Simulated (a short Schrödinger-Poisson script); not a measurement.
**MOS inversion layer, SiO2 on p-type Si(100)**

Structure: MOS inversion layer, SiO2 on p-type Si(100), at 300 K.

```csv
layer,material,thickness (nm),Na (cm⁻³)
1,SiO2,3.1,-
2,Si,740,3.4e17
```

The device is made up for the run: typed textbook-type constants, with dimensions and the other settings drawn at random. SiO2: permittivity 3.9, conduction-band edge (eV) 3.15, gap (eV) 9, electron mass (mₑ) 0.5. Si: permittivity 11.7, conduction-band edge (eV) 0, gap (eV) 1.124, Nv at 300 K (cm⁻³) 3.1e19.

Channel valleys (confinement mass, in-plane density-of-states mass, number): Δ2 0.916, 0.19, 2; Δ4 0.19, 0.417, 4. At the gate the conduction-band edge of layer 1 lies 3.22 eV − eVg above the Fermi level of the channel; the field vanishes at the back. Gaps are held at their typed values at every temperature. Mesh 0.03 nm at interfaces.

Solved with a short Schrödinger-Poisson script written for these runs: 1D Poisson equation in equilibrium, electrons quantum, Hartree (BenDaniel-Duke, 12 states a valley, the channel's in-plane mass for all, wave functions free to enter the dielectric), parabolic valleys, classical holes, full ionisation, no traps, pinning or gate leakage.

```csv
Vg (V),electrons (cm⁻²),C (μF/cm²),Δ2 E0 (meV),Δ2 E1 (meV),Δ4 E0 (meV),Δ4 E1 (meV)
0,3.04e6,0.174,384.7,436.4,424.5,509.6
0.2,1.65e9,0.165,220.1,276.2,262.9,355.7
0.4,2.60e11,0.623,87.3,148.0,133.3,232.4
0.6,1.19e12,0.863,44.7,111.3,95.1,198.6
0.8,2.30e12,0.922,24.4,96.8,79.0,186.2
1,3.47e12,0.950,10.6,88.3,69.0,179.4
1.2,4.66e12,0.967,-0.3,82.6,61.8,175.0
1.4,5.88e12,0.978,-9.5,78.3,55.9,171.8
1.6,7.10e12,0.987,-17.7,74.8,51.0,169.5
1.8,8.34e12,0.993,-25.0,72.1,46.7,167.6
```

Gate voltages with under 1e6 electrons/cm² are left out.

Subbands count from the Fermi level.
